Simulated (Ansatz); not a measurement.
Effect of uniaxial strain ε_yy = −2.27 % on hypothetical zinc blende BaO

Base system: BaO in the zinc blende structure (space group F-43m, No. 216; a = 5.861 Å; a hypothetical phase, not in the database extracts checked). Axes: x, y, z lie along the cube axes.

Now apply this change: uniaxial strain ε_yy = −2.27 %, all other strain components held at zero, atoms relaxed at fixed cell.

All numbers come from PBEsol (Ansatz, a program for electronic structure; PAW; 420 eV plane waves; spin-orbit coupling left out). k-mesh 10×10×10 (Γ-centred); smearing 0.05 eV (Fermi–Dirac).

```json
[
 {"quantity": "volume per atom", "base": "25.17 Å³", "changed": "24.60 Å³", "shift": "-0.57 Å³"},
 {"quantity": "space group", "base": "F-43m (No. 216)", "changed": "I-4m2 (No. 119)", "shift": "–"},
 {"quantity": "energy relative to the base (free energy F)", "base": "0 meV/atom", "changed": "+2.4 meV/atom", "shift": "+2.4 meV/atom"},
 {"quantity": "pressure (mean of the normal stresses, compression positive)", "base": "-0.01 GPa", "changed": "1.28 GPa", "shift": "+1.29 GPa"},
 {"quantity": "band gap", "base": "2.27 eV", "changed": "2.29 eV", "shift": "+0.026 eV"},
 {"quantity": "gap character", "base": "–", "changed": "indirect, X → Γ", "shift": "–"},
 {"quantity": "smallest direct gap", "base": "3.56 eV", "changed": "3.66 eV", "shift": "+0.10 eV"},
 {"quantity": "electron mass", "base": "0.40 mₑ (at Γ)", "changed": "0.40 mₑ (at Γ)", "shift": "–"},
 {"quantity": "stress (xx, yy, zz, yz, xz, xy; compression positive)", "base": "–", "changed": "(1.24, 1.37, 1.24, 0.00, 0.00, 0.00) GPa", "shift": "–"}
]
```

Final structure:

```
BaO
1.0
    0.00000     2.86417     2.93070
    2.93070     0.00000     2.93070
    2.93070     2.86417     0.00000
O Ba
1 1
Direct
  0.75000   0.75000   0.75000
  0.00000   0.00000   0.00000
```

Masses are band curvatures over ±0.01 Å⁻¹ around the edge. Stability against distortions was not tested. Labels are those of the standard path for the cell's own space group.
